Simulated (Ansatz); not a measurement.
# A computed series for HgS: response to strain

Take HgS (space group P3_221, No. 154; made of chains) as the base.

```
CELL_PARAMETERS angstrom
      4.46492     0.00000     0.00000
     -2.23246     3.86673     0.00000
      0.00000     0.00000     9.75823
ATOMIC_POSITIONS crystal
  Hg 0.76921 0.00000 0.66667
  Hg 0.00000 0.76921 0.33333
  Hg 0.23079 0.23079 0.00000
  S  0.44688 0.00000 0.16667
  S  0.00000 0.44688 0.83333
  S  0.55312 0.55312 0.50000
```

Strains are applied to the cell and any free atomic positions relax.

The values are results of Ansatz (a program for electronic structure), PBE, PAW, cutoff 420 eV, scalar-relativistic without spin-orbit coupling, not measurements.

Notes on the quantities. energy relative to the base: free energy F.

| isotropic strain (%) | energy relative to the base (meV/atom) |
|---|---|
| 0 | 0.0 |
| 1.06 | 0.7 |
| 1.15 | 0.8 |
| 4.8 | 11.5 |
| 5.11 | ? |
| 5.73 | 15.6 |

Q: Fit ΔE = Aε² + Bε³ (ε in %) to the rows shown and predict the withheld row.

A: Least squares on the printed values gives A = 0.627 and B = -0.026 meV/atom (largest residual 0.0 meV/atom); this predicts 12.8 meV/atom, and the run gives 12.8 meV/atom, in agreement.

No phonon test of stability was made. No dispersion term is included, though the crystal is made of layers, chains or molecules, so its spacings can come out too wide.
